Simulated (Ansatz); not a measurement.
The parent structure is HfN in the rock salt structure (space group Fm-3m, No. 225; a = 4.548 Å; relaxed with 0.1 eV smearing).

(Cell as relaxed with PBE.)

Levels (all Ansatz, a quantum-chemistry and plane-wave program, PAW): PBE (420 eV, no spin-orbit coupling); PBEsol (420 eV, scalar-relativistic without spin-orbit coupling).

Each level relaxes its own structure.

| base | PBE | PBEsol |
|---|---|---|
| volume per atom | 11.76 Å³ | 11.40 Å³ |
| lattice parameter a | 4.548 Å | 4.502 Å |
| band gap | zero | zero |

Modification: every lattice vector is stretched by 1.35 %, atoms relaxed at fixed cell.

```json
[
 {"quantity": "energy relative to the base (free energy F)", "PBE": "+15 meV/atom", "PBEsol": "?"},
 {"quantity": "pressure", "PBE": "-9.7 GPa", "PBEsol": "?"}
]
```

Task: Given the PBE results, estimate those of PBEsol.

Result: 
- energy relative to the base (free energy F), PBEsol: +16 meV/atom
- pressure, PBEsol: -10.5 GPa

PBE's energy relative to the base lies 0.7 meV/atom below PBEsol's; PBE's pressure lies 0.8 GPa above PBEsol's. Neither level is exact; PBEsol is the comparison here, not a measurement.

The cells carry an imposed strain or load. No phonon test of stability was made. The final runs are not spin-polarised. An odd electron count without spin: HfN.
